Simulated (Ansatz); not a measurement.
Take Cu₃N (space group Pm-3m, No. 221; a = 3.8269 Å) as the base.

Method: PBE (Ansatz, a quantum-chemistry and plane-wave program), scalar-relativistic without spin-orbit coupling.

One change was made to it. Results:

The density rises by 0.08 g/cm³ to 6.14 g/cm³; the shortest interatomic distance drops by 0.008 Å (1.913 Å → 1.905 Å).

Question: Which change produced these results?
A) pressure 10 GPa
B) pressure −2 GPa
C) pressure 0.3 GPa
D) pressure 1.5 GPa
E) pressure 7.5 GPa

Answer: D, pressure 1.5 GPa. For comparison, the density in the other runs: pressure −2 GPa gives 5.96 g/cm³; pressure 7.5 GPa gives 6.42 g/cm³; pressure 0.3 GPa gives 6.08 g/cm³; pressure 10 GPa gives 6.52 g/cm³.

A case with no gap was solved on a k-mesh chosen for an insulator, which is coarse for it. Load acts through the strain it causes; cell and atoms are relaxed under it. Stability against distortions was not tested. No other phases were tried under pressure. All final runs are without spin polarisation.
